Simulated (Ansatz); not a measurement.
The parent structure is InAs in the zinc blende structure (space group F-43m, No. 216; a = 6.109 Å).

Perturbation: an isotropic linear strain of −1.49 %, atoms relaxed at fixed cell.

Levels (all Ansatz, a quantum-chemistry and plane-wave program, PAW): r2SCAN (500 eV, without spin-orbit coupling); HSE06+SOC (420 eV, spin-orbit coupling included).

The geometry is relaxed with r2SCAN.

- r2SCAN valence-band top at Γ: 0.00, 0.00, 0.00 eV
- r2SCAN lowest conduction level above the VBM at special points: Γ 0.33 eV; L 1.36 eV; X 1.81 eV

With HSE06+SOC at the same geometry, the valence-band top at Γ (three highest Kramers pairs, from the VBM) goes from 0.00, 0.00, 0.00 eV to 0.00, 0.00, -0.39 eV; the lowest conduction level above the VBM at special points becomes Γ 0.50 eV; L 1.56 eV; X 1.96 eV (r2SCAN: Γ 0.33 eV; L 1.36 eV; X 1.81 eV). The threefold valence maximum splits by Δso ≈ 0.39 eV.

Single points use the geometry relaxed with r2SCAN. The spin-orbit shifts are approximate. The levels and masses belong to the bands next to the band gap. Whether these cells are dynamically stable was not tested.
